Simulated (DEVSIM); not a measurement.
Structure: abrupt In0.53Ga0.47As p-n junction, at 300 K.

```csv
layer (left to right),material,thickness (μm),Nd (cm⁻³),Na (cm⁻³),τn (s),τp (s)
1,In0.53Ga0.47As,90.0,-,3.4e16,5.8e-10,5.8e-10
2,In0.53Ga0.47As,88.0,7.1e15,-,5.8e-10,5.8e-10
```

Left contact: ohmic. Right contact: ohmic. Voltage is applied to the left contact. Recombination: SRH at mid-gap, radiative, Auger. Mobility is constant in doping.

Constants are typed, rounded textbook-type inputs, not results; the design itself was drawn at random and stands for no fabricated device. Values at 300 K.

```tsv
parameter	In0.53Ga0.47As
gap (eV)	0.74
affinity (eV)	4.51
permittivity	13.9
Nc (cm⁻³)	2.1e17
Nv (cm⁻³)	7.7e18
μn (cm²/Vs)	12000
μp (cm²/Vs)	300
B (cm³/s)	9.6e-11
Cn (cm⁶/s)	5e-29
Cp (cm⁶/s)	5e-29
```

DEVSIM, 1D drift-diffusion, Boltzmann statistics, complete ionisation; no tunnelling, impact ionisation, image-force lowering or self-heating.

Problem. Tabulate band edges, carrier densities and field at 0.7 V on the left contact.

Solution. Energies count from the Fermi level of the right contact; mesh points crowd at the junctions.

| x (μm) | Ec (eV) | Ev (eV) | n (cm⁻³) | p (cm⁻³) | field (V/cm) |
|---|---|---|---|---|---|
| 0.000 | -0.100 | -0.840 | 1.8e7 | 3.4e16 | 29 |
| 0.06459 | -0.100 | -0.840 | 1.8e7 | 3.4e16 | 29 |
| 0.3029 | -0.099 | -0.839 | 1.9e7 | 3.4e16 | 29 |
| 1.233 | -0.097 | -0.837 | 2.3e7 | 3.4e16 | 29 |
| 6.949 | -0.080 | -0.820 | 4.9e7 | 3.4e16 | 29 |
| 26.78 | -0.023 | -0.763 | 1.3e9 | 3.4e16 | 29 |
| 69.28 | 0.098 | -0.642 | 3.6e12 | 3.4e16 | 28 |
| 86.44 | 0.143 | -0.597 | 9.6e13 | 3.4e16 | 20 |
| 89.05 | 0.148 | -0.592 | 1.7e14 | 3.4e16 | 15 |
| 89.76 | 0.149 | -0.591 | 1.9e14 | 3.4e16 | 12 |
| 89.95 | 0.144 | -0.596 | 2.5e14 | 2.8e16 | -2200 |
| 90.02 | 0.096 | -0.644 | 1.6e15 | 4.3e15 | -7500 |
| 90.15 | 0.058 | -0.682 | 6.8e15 | 9.0e14 | -720 |
| 90.60 | 0.056 | -0.684 | 7.5e15 | 4.2e14 | 23 |
| 93.61 | 0.059 | -0.681 | 7.1e15 | 5.2e12 | ≈ 0 |
| 103.9 | 0.062 | -0.678 | 7.1e15 | 8.6e7 | ≈ 0 |
| 139.1 | 0.074 | -0.666 | 7.1e15 | 8.4e7 | ≈ 0 |
| 167.5 | 0.084 | -0.656 | 7.1e15 | 8.4e7 | ≈ 0 |
| 176.2 | 0.087 | -0.653 | 7.1e15 | 8.4e7 | ≈ 0 |
| 177.5 | 0.087 | -0.653 | 7.1e15 | 8.4e7 | ≈ 0 |
| 177.9 | 0.088 | -0.652 | 7.1e15 | 8.4e7 | ≈ 0 |
| 178.0 | 0.088 | -0.652 | 7.1e15 | 8.4e7 | ≈ 0 |
